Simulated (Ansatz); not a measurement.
Consider BN in the zinc blende structure (space group F-43m, No. 216; a = 3.6247 Å).

Levels (all Ansatz, a quantum-chemistry and plane-wave program, PAW): PBE (420 eV, scalar-relativistic without spin-orbit coupling); r2SCAN (500 eV, without spin-orbit coupling).

Its gap is 4.46 eV with PBE and 4.99 eV with r2SCAN.

Perturbation: every lattice vector is stretched by 2.54 %, atoms relaxed at fixed cell.

With PBE the gap becomes 4.38 eV.

Question: If the r2SCAN correction stayed the same, what would the r2SCAN gap be, and what does the r2SCAN run give?

Answer: A rigid correction of +0.53 eV gives 4.91 eV. The r2SCAN run gives 4.88 eV, so the two effects roughly add.

Single points use the geometry relaxed with PBE. The cells carry an imposed strain or load. No phonon test of stability was made.
